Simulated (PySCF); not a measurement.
PySCF 2.14.0, TPSSH/def2-svp, df: F[SiH2][SiH2][GeH3], 11 atoms. The geometry is a generated start, not checked to be a minimum at this level.

task: energy
method: tpssh
basis: def2-svp
two-electron scheme: density fitting
mol.max_memory: 3000 MB
mf.max_cycle: 100
mf.conv_tol: 1e-09 (default)
mf.grids.level: 3 (default)
basis functions: 117
grid points: 141920

```xyz
11

Si     1.8514     0.3251     0.5850
F      2.9042     0.7113    -0.5786
Si     0.1336    -0.8516    -0.4233
Ge    -1.9278     0.2384    -0.2015
H      1.4899     1.6285     1.1378
H      2.6750    -0.4052     1.5420
H     -0.0098    -2.1885     0.1736
H      0.3689    -1.0935    -1.8526
H     -1.8634     1.7391    -0.2200
H     -2.6571    -0.0410     1.0813
H     -2.9648    -0.0626    -1.2438
```

With the defaults (mf.DIIS = CDIIS, mf.diis = true, mf.damp = 0, mf.diis_start_cycle = 1, mf.init_guess = minao, mf.diis_space = 8, mf.level_shift = 0, newton = off) it converges in 12 Fock builds. One run each on 2 threads, 1 BLAS thread, with these changes:
- mf.diis = false, mf.damp = 0.7, mf.diis_start_cycle = 999
- newton = Hessian by the SCF's own integrals
- mf.damp = 0.3, mf.diis_start_cycle = 4
- mf.level_shift = 0.3 Hartree
- mf.DIIS = EDIIS
- mf.init_guess = mod_huckel
- mf.damp = 0.7, mf.diis_start_cycle = 8
- mf.diis_space = 12
- mf.diis = false

Q: Name the settings that don't reach the solution of the defaults.

A: No convergence: mf.DIIS = EDIIS; mf.diis = false (the run ends without SCF convergence in 100 cycles). The rest reach the solution of the defaults.

```tsv
setting	Fock builds	end
the defaults	12	same solution
mf.init_guess = mod_huckel	12	same solution
mf.diis_space = 12	12	same solution
mf.damp = 0.3, mf.diis_start_cycle = 4	14	same solution
mf.damp = 0.7, mf.diis_start_cycle = 8	15	same solution
mf.level_shift = 0.3 Hartree	15	same solution
newton = Hessian by the SCF's own integrals	26	same solution
mf.diis = false, mf.damp = 0.7, mf.diis_start_cycle = 999	27	same solution
mf.DIIS = EDIIS	101	no convergence
mf.diis = false	101	no convergence
```

Under newton the count holds the products with the orbital Hessian.
